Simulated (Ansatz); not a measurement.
The starting structures come from a database of crystals and need not be the phases stable at ambient conditions.

By PBEsol, the system below comes out a metal.

The ballistic (Sharvin) conductance counts the channels at the Fermi level: G/A = (e²/h) × channels of both spins per area.

Input:

```xyz
6
Lattice="4.4737 0.0000 0.0000 0.0000 6.2520 0.0000 2.2369 3.1260 6.5128" Properties=species:S:1:pos:R:3 pbc="T T T"
In     0.0000     0.0000     0.0000
In     2.2369     3.1260     2.0966
In     4.4737     6.2520     4.4162
Sb     0.0000     3.1260     0.0000
Te     2.2369     6.2520     2.2309
Te     4.4737     3.1260     4.2819
```

Space group of this cell: Immm. The cell is taken as given; by PBEsol its mean pressure is -2.8 GPa.

The current flows along the normal of the first two printed cell vectors. No spin-orbit coupling; the value is a mean over 0.1 eV about the Fermi level.

Task: Estimate the ballistic conductance per area that PBEsol run with Ansatz (a program for electronic structure) returns for this system.

Result: 0.41 × 10¹⁵ S/m² for both spins.
